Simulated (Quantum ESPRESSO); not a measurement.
Habitual settings against a tight run: Li₃Ag (I4/mmm, 4 atoms in the cell)

Self-consistent single point.

```yaml
crystal:
  lattice:
    - [-2.10027, 2.10027, 3.65318]
    - [2.10027, -2.10027, 3.65318]
    - [2.10027, 2.10027, -3.65318]
  atoms:
    - { symbol: Li, position: [0.25000, 0.75000, 0.50000] }
    - { symbol: Li, position: [0.75000, 0.25000, 0.50000] }
    - { symbol: Li, position: [0.50000, 0.50000, 0.00000] }
    - { symbol: Ag, position: [0.00000, 0.00000, 0.00000] }
```

Method: PBEsol, GBRV 1.5 ultrasoft (PBESOL) pseudopotentials (plane waves; Quantum ESPRESSO 7.5).

Base settings: ecutwfc = 40 Ry; ecutrho = 320 Ry; occupations = smearing; smearing = fermi-dirac; degauss = 0.0073499 Ry; potentials = {Li: li_pbesol_v1.4.uspp.F.UPF, Ag: ag_pbesol_v1.4.uspp.F.UPF}; K_POINTS = automatic 8 8 8 1 1 1; conv_thr = 1e-09 Ry.

Tight run (finer mesh or higher cutoff; not a proven limit): ecutwfc: 40 Ry → 56 Ry; ecutrho: 320 Ry → 448 Ry; conv_thr: 1e-09 Ry → 7.3e-11 Ry; K_POINTS: automatic 8 8 8 1 1 1 → automatic 11 11 11 1 1 1. It gave Fermi level (on the code's own zero) 5.83 eV; pressure 0.00 GPa.

Quick runs, as changes from the base:
- A: the base itself
- B: ecutwfc: 40 Ry → 28 Ry; ecutrho: 320 Ry → 224 Ry; smearing: fermi-dirac → marzari-vanderbilt; degauss: 0.0073499 Ry → 0.0147 Ry
- C: ecutwfc: 40 Ry → 24 Ry; ecutrho: 320 Ry → 192 Ry; K_POINTS: automatic 8 8 8 1 1 1 → automatic 6 6 6 1 1 1
- D: ecutwfc: 40 Ry → 32 Ry; ecutrho: 320 Ry → 256 Ry; conv_thr: 1e-09 Ry → 7.3e-06 Ry; pseudopotentials: {Li: li_pbesol_v1.4.uspp.F.UPF, Ag: ag_pbesol_v1.4.uspp.F.UPF} → {Li: li_lda_v1.4.uspp.F.UPF, Ag: ag_lda_v1.4.uspp.F.UPF}; K_POINTS: automatic 8 8 8 1 1 1 → automatic 6 6 6 1 1 1 [LDA (PZ)]
- E: ecutwfc: 40 Ry → 20 Ry; ecutrho: 320 Ry → 160 Ry; K_POINTS: automatic 8 8 8 1 1 1 → automatic 4 4 4 1 1 1
- F: ecutwfc: 40 Ry → 28 Ry; ecutrho: 320 Ry → 224 Ry; smearing: fermi-dirac → marzari-vanderbilt; degauss: 0.0073499 Ry → 0.0099958 Ry; K_POINTS: automatic 8 8 8 1 1 1 → automatic 4 4 4 1 1 1

Energies are extrapolated to zero smearing width, which holds to low order in the width alone (under cold and Methfessel-Paxton smearing the free energy itself is taken).

Dashes: time of C, D, E, F, under 30 s; energy of D, another energy zero; pressure of D, not trusted under this conv_thr with d or f elements.

† marks runs with another functional, U, potentials or spin treatment: their distance from the tight run is not a convergence error alone.

The count of work is k-points × plane waves × bands × iterations; it is no time. Core times come from one kind of shared machine and are given to one figure; runs under 30 s give none.

The starting cell comes from a database of computed structures (which also holds hypothetical and non-ambient phases and stackings), without a prior relaxation at this level. Its lattice was rescaled by a random factor within 2.5 % of one.

| run | energy less tight (meV/atom) | pressure less tight (GPa) | count of work / tight | core time / tight (rough) |
|---|---|---|---|---|
| A | 13.7 | -0.33 | 0.25 | 0.3 |
| B | 109.0 | -9.91 | 0.14 | 0.1 |
| C | 727.2 | -51.53 | 0.063 | – |
| D† | – | – | 0.051 | – |
| E | 3747.5 | -189.06 | 0.018 | – |
| F | 108.2 | -10.16 | 0.027 | – |

Among the runs at the tight run's level, the energy misses run from 13.7 to 3747.5 meV/atom.
